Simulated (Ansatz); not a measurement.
Zr3N4 (I-43d, No. 220)

Method: PBE-D4 in Ansatz (plane waves, PAW).

Settings: plane-wave cutoff 500 eV, 8×8×8 k mesh, gaussian smearing 0.02 eV, scalar-relativistic PAW data made under PBE.

Cell: relaxed at this level.

```json
{
 "volume_per_atom": "10.90 Å³/atom",
 "lattice_parameter_a": "6.734 Å",
 "band_gap": "0.72 eV (on the SCF k mesh)"
}
```

Measured, for comparison: band gap 1.6 eV (temperature not stated, not corrected to a static lattice, N 1s X-ray absorption and emission; sample bears oxygen; as tabulated in Yablonskikh et al. (2013), doi:10.1002/pssa.201330338).

Note: the relaxation could not lower the start's symmetry, so the cell can be a saddle point above a distorted one.

Spin–orbit coupling is not included.

Static lattice: no zero-point or thermal effects.

Cost on a shared machine: about 2.7 core-minutes (a rough figure).

Ansatz is an electronic-structure program.
